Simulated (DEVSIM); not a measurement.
Structure: illuminated Si n-on-p cell, one wavelength, at 250 K.

Layer 1 from the left is Si, thickness (μm) 0.630, Nd (cm⁻³) 1.7e18, τn (s) 9.2e-8, τp (s) 1.1e-8, absorption coefficient (cm⁻¹) 5100. Layer 2 from the left is Si, thickness (μm) 97.0, Na (cm⁻³) 1.1e16, τn (s) 2.8e-7, τp (s) 2.8e-7, absorption coefficient (cm⁻¹) 5100.

Left contact: ohmic, minority hole recombination velocity 20000 cm/s. Right contact: ohmic, minority electron recombination velocity 90 cm/s. Voltage is applied to the left contact. Recombination: SRH at mid-gap, radiative, Auger. Gap narrowing is on: ΔEg = 6.92 meV × (l + √(l² + 0.5)), l = ln(N/1.3e17 cm⁻³), shared equally by both band edges. Light enters at the left, 1e18 photons cm⁻² s⁻¹, one pass, no reflection. Mobility is μmin + (μ − μmin)/(1 + (N/Nref)^α).

The device is made up for the run: typed textbook-type constants, with dimensions and the other settings drawn at random. Values at 300 K; Nc and Nv go as T^1.5, mobilities as T to minus their exponent, the gap by Varshni's rule with the affinity fixed.

Si: gap (eV) 1.124, affinity (eV) 4.05, permittivity 11.7, Nc (cm⁻³) 2.86e19, Nv (cm⁻³) 3.1e19, μn (cm²/Vs) 1417, μp (cm²/Vs) 470, μn,min 52, μp,min 45, Nref,n 9.7e16, Nref,p 2.2e17, αn 0.68, αp 0.72, T exponent of μn 2.3, T exponent of μp 2.2, B (cm³/s) 4.7e-15, Cn (cm⁶/s) 2.8e-31, Cp (cm⁶/s) 9.9e-32, Varshni α (eV/K) 0.000473, Varshni β (K) 636.

Simulated with DEVSIM: 1D drift-diffusion, Boltzmann statistics, complete ionisation; no tunnelling, impact ionisation, image-force lowering or self-heating.

Dark forward current:

| |V| (V) | |J| (A/cm²) |
|---|---|
| 0.05 | 1.097e-10 |
| 0.10 | 4.476e-10 |
| 0.15 | 1.562e-9 |
| 0.20 | 5.289e-9 |
| 0.25 | 1.787e-8 |
| 0.30 | 6.108e-8 |
| 0.35 | 2.160e-7 |
| 0.40 | 8.288e-7 |
| 0.45 | 3.785e-6 |
| 0.50 | 2.259e-5 |
| 0.55 | 0.0001747 |
| 0.60 | 0.001583 |
| 0.65 | 0.01534 |
| 0.70 | 0.1475 |
| 0.75 | 1.120 |
| 0.80 | 4.639 |
| 0.85 | 12.11 |
| 0.90 | 27.46 |
| 0.95 | 65.89 |
| 1.00 | 165.5 |
| 1.05 | 382.2 |
| 1.10 | 772.7 |
| 1.15 | 1380 |
| 1.20 | 2226 |

Problem. Work out the local ideality factor n = ΔV / (kT/q · ln(J2/J1)) between the rows 0.10 and 0.15 V, 0.60 and 0.65 V, 1.15 and 1.20 V.

Solution. kT/q = 21.54 mV. From 0.10 to 0.15 V: ln(1.562e-9/4.476e-10) = 1.250, n = 1.86, near the 2 of recombination in the depletion region. From 0.60 to 0.65 V: ln(0.01534/0.001583) = 2.271, n = 1.02, near the 1 of diffusion or emission over a barrier. From 1.15 to 1.20 V: ln(2226/1380) = 0.478, n = 4.85.

Problem. What current could the absorbed light give at most, and what share is collected?

Solution. Σ αd = 49.8, so qΦ(1 − exp(−Σ αd)) = 160 mA/cm². The simulated short-circuit current is 147.7 mA/cm², a share of 0.92.

Problem. Estimate the open-circuit voltage by superposition: the voltage at which the dark current equals that short-circuit current.

Solution. Interpolating ln J in the table gives 0.700 V. The simulation gives 0.699 V, the same within the digits that matter. Superposition holds where collection doesn't change with voltage.

Problem. Estimate the fill factor from FF0 = (v − ln(v + 0.72))/(v + 1), v = qVoc/(nkT), with n from the dark curve.

Solution. The rows about Voc, 0.65 and 0.70 V, give n = 1.03, so v = 31.6 and FF0 = 0.863. The simulation gives 0.860, the same within the digits that matter.
